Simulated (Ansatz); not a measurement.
Given:

```
CELL_PARAMETERS angstrom
      0.00000     2.39818     2.38619
      2.39818     0.00000     2.38619
      2.39818     2.39818     0.00000
ATOMIC_POSITIONS crystal
  Be 0.00000 0.00000 0.00000
  S  0.25000 0.25000 0.25000
```

No spin polarisation.

Method: LDA (Ansatz, a first-principles code), no SOC. Settings: 12×12×12 k-points, 0.05 eV Fermi–Dirac smearing.

Task: What electron mass does the calculation give?

Result: 0.79 mₑ along k, 0.28 mₑ across (at X).

Task: What is the computed band gap?

Result: 2.77 eV.

The cells carry an imposed strain or load. Masses are band curvatures over ±0.01 Å⁻¹ around the edge. Along k means along the line from Γ to the band edge. No phonon test of stability was made. The cell was made from BeS in the zinc blende structure (space group F-43m, No. 216) by this change: uniaxial strain ε_zz = −0.50 %.
